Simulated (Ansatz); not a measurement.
Defect migration in chalcopyrite CuGaSe2: interstitial Li, charge state +1. These are PBE, PAW (plane waves to 420 eV; Ansatz, an electronic-structure program) values and carry that method's errors.

Cell of 64 host sites held at the relaxed PBE lattice; one k-point at (0.250, 0.250, 0.250); Fermi-Dirac width 0.05 eV, spin-restricted; finite-size errors left in. Energies are static. PBE gaps are too small, and in this host the defect's levels may merge with the bands. The charge state is imposed; whether it is stable for some Fermi level was not computed. Sites that were not tried may lie lower. The start lies 0.062 eV above the lowest site run (PBE).

Barriers: single points on a 2×2×2 k-point mesh shifted by half a step at the bands' geometries.

The step: one Li atom jumps by itself. Atoms about the jump, Cartesian Å from the middle of the jump, before and after:

```tsv
atom	x0	y0	z0	x1	y1	z1
Li1	-0.71	0.80	-0.74	0.71	-0.80	0.74
Se2	-0.70	0.60	2.05	-0.77	0.62	2.10
Se3	2.10	0.63	-0.75	2.14	0.61	-0.76
Cu4	0.78	2.12	0.75	0.69	2.00	0.67
Se5	-0.72	-2.24	-0.75	-0.75	-2.24	-0.77
Ga6	0.80	-0.89	-2.24	0.70	-0.80	-2.24
Ga7	-2.22	-0.90	0.75	-2.24	-0.79	0.67
Se8	-0.72	3.44	-0.75	-0.72	3.40	-0.75
Cu9	-2.20	2.11	-2.21	-2.13	2.03	-2.15
Cu10	0.72	-0.81	3.48	0.71	-0.82	3.47
Se11	2.08	-2.23	2.06	2.17	-2.26	2.09
Cu12	0.69	-3.62	0.67	0.71	-3.61	0.67
Ga13	3.54	-0.81	0.68	3.66	-0.81	0.67
Se14	-0.74	0.60	-3.55	-0.77	0.62	-3.59
Se15	-3.54	0.63	-0.73	-3.58	0.66	-0.76
```

**Question.** Predict the transition state.

**Answer.** 
| atom | x | y | z |
|---|---|---|---|
| Li1 | 0.03 | -0.02 | -0.01 |
| Se2 | -0.76 | 0.62 | 2.14 |
| Se3 | 2.18 | 0.65 | -0.80 |
| Cu4 | 0.78 | 2.20 | 0.72 |
| Se5 | -0.74 | -2.23 | -0.78 |
| Ga6 | 0.80 | -0.85 | -2.34 |
| Ga7 | -2.31 | -0.85 | 0.75 |
| Se8 | -0.71 | 3.41 | -0.75 |
| Cu9 | -2.09 | 1.99 | -2.12 |
| Cu10 | 0.71 | -0.80 | 3.48 |
| Se11 | 2.09 | -2.21 | 2.05 |
| Cu12 | 0.69 | -3.59 | 0.65 |
| Ga13 | 3.58 | -0.80 | 0.67 |
| Se14 | -0.74 | 0.60 | -3.60 |
| Se15 | -3.58 | 0.64 | -0.73 |
It lies 0.42 eV above the start and 0.48 eV above the end. The saddle point's order was not checked.
